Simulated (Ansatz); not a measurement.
Base system: CuAu (space group P4/mmm, No. 123; a = 2.869 Å, c = 3.645 Å; relaxed with 0.1 eV smearing). Axes: x, y, z lie along a, b, c of the conventional cell.

Method: DFT with PBE, PAW potentials and a 420 eV plane-wave cutoff in Ansatz (a quantum-chemistry and plane-wave program), spin-orbit coupling left out.

For the base:

| Quantity | Value |
|---|---|
| Pressure | 0.0 GPa |
| Volume per atom | 15.01 Å³ |

Perturbation: biaxial strain −1.50 %, plane normal [001], relaxed out of plane (Cartesian); in-plane vectors clamped, the third vector and the atoms free.

Problem. How does this affect the pressure?

Solution. The pressure (mean of the normal stresses, compression positive) goes from zero to 0.8 GPa.

Problem. Estimate the effect on the volume per atom.

Solution. The volume per atom shrinks by 0.074 Å³, from 15.01 Å³ to 14.93 Å³.

Whether these cells are dynamically stable was not tested. The final runs are not spin-polarised.
